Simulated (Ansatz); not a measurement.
Start from MgSe in the rock salt structure (space group Fm-3m, No. 225; a = 5.508 Å).

The values are results of PBE (Ansatz, a first-principles code, PAW, no SOC), earlier PAW set, not measurements.

One change was made to it. Results:

The valley order (the lowest conduction-band minima on the path, energy above the VBM, named in the base's zone) goes from X along ⟨100⟩ 1.77 eV; Γ 2.40 eV to X along ⟨100⟩ 1.78 eV; Γ 2.43 eV; the smallest direct gap increases by 0.03 eV to 2.43 eV; the hole mass (degenerate bands, along [100]) becomes 0.16, 0.81, 0.81 mₑ (at Γ) (base: 0.16, 0.82, 0.82 mₑ (at Γ)); the density goes up by 0.02 g/cm³, from 4.10 g/cm³ to 4.12 g/cm³.

**Question.** Name the change that was made.
A. pressure −1 GPa
B. pressure 0.7 GPa
C. pressure 10 GPa
D. pressure 1.5 GPa
E. pressure 0.3 GPa

**Answer.** E, pressure 0.3 GPa. For comparison, the valley order in the other runs: pressure 10 GPa gives X along ⟨100⟩ 1.98 eV; Γ 3.30 eV; pressure 1.5 GPa gives X along ⟨100⟩ 1.81 eV; Γ 2.55 eV; pressure −1 GPa gives X along ⟨100⟩ 1.74 eV; Γ 2.29 eV; pressure 0.7 GPa gives X along ⟨100⟩ 1.79 eV; Γ 2.47 eV.

Load acts through the strain it causes; cell and atoms are relaxed under it. Masses are band curvatures over ±0.01 Å⁻¹ around the edge. Whether these cells are dynamically stable was not tested. No other phases were tried under pressure.
